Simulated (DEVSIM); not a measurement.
System: illuminated Ge n-on-p cell, one wavelength, at 250 K.

```csv
layer (left to right),material,thickness (μm),Nd (cm⁻³),Na (cm⁻³),τn (s),τp (s),absorption coefficient (cm⁻¹)
1,Ge,0.0610,1.9e18,-,4e-7,1.1e-6,320
2,Ge,130,-,1.9e15,1.3e-5,1.3e-5,320
```

Left contact: ohmic, minority hole recombination velocity 9e5 cm/s. Right contact: ohmic, minority electron recombination velocity 2e5 cm/s. Voltage is applied to the left contact. Recombination: SRH at mid-gap, radiative, Auger. Light enters at the left, 9.5e17 photons cm⁻² s⁻¹, one pass, no reflection. Mobility is μmin + (μ − μmin)/(1 + (N/Nref)^α).

This is a model device: material constants are rounded textbook-type values typed into the input, and sizes, dopings and lifetimes were drawn at random. Values at 300 K; Nc and Nv go as T^1.5, mobilities as T to minus their exponent, the gap by Varshni's rule with the affinity fixed.

| parameter | Ge |
|---|---|
| gap (eV) | 0.664 |
| affinity (eV) | 4 |
| permittivity | 16 |
| Nc (cm⁻³) | 1.04e19 |
| Nv (cm⁻³) | 6e18 |
| μn (cm²/Vs) | 3900 |
| μp (cm²/Vs) | 1900 |
| μn,min | 150 |
| μp,min | 100 |
| Nref,n | 2.6e17 |
| Nref,p | 4e17 |
| αn | 0.56 |
| αp | 0.6 |
| T exponent of μn | 1.66 |
| T exponent of μp | 2.33 |
| B (cm³/s) | 6.4e-14 |
| Cn (cm⁶/s) | 1e-31 |
| Cp (cm⁶/s) | 1e-31 |
| Varshni α (eV/K) | 0.000477 |
| Varshni β (K) | 235 |

DEVSIM, 1D drift-diffusion, Boltzmann statistics, complete ionisation; no tunnelling, impact ionisation, image-force lowering or self-heating.

Give the dark forward current.


| V (V) | J (A/cm²) |
|---|---|
| -0.05 | -4.4e-6 |
| -0.10 | -4.9e-5 |
| -0.20 | -0.0051 |
| -0.25 | -0.051 |
| -0.35 | -3.3 |
| -0.40 | -14 |
| -0.45 | -42 |
| -0.55 | -180 |
| -0.60 | -290 |
| -0.65 | -440 |
| -0.75 | -850 |
| -0.80 | -1100 |
| -0.90 | -1700 |
| -0.95 | -2100 |
